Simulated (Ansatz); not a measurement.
Structures of equal composition on the (111) surface of fcc Pd: a layer of Zn in place of the second plane; a layer of Zn in place of the third plane. The slabs share one bottom face, and each structure is named by its start. These are constructed structures in small cells; real faces may alloy, dewet or reconstruct in larger ones, and not all known structures of the face are among them. Slabs of about 11 Å with all that they carry, Fermi-Dirac smearing of 0.1 eV. Bottom of the slabs: a bare face, its two planes held. Relaxed from the named starts with such symmetry as they have, on meshes of like density; energies extrapolated to zero smearing; no spin-orbit coupling, no U. Spin-polarised runs, if any, are marked in brackets, and their order is one that fits the cell; the others ran without spin.

Level of theory: PBE (plane waves to 420 eV, PAW; Ansatz, a first-principles code).

Rank these by energy per 1x1 cell (lowest first), as PBE gives it.

a layer of Zn in place of the second plane (0.000 eV), a layer of Zn in place of the third plane (0.145 eV)
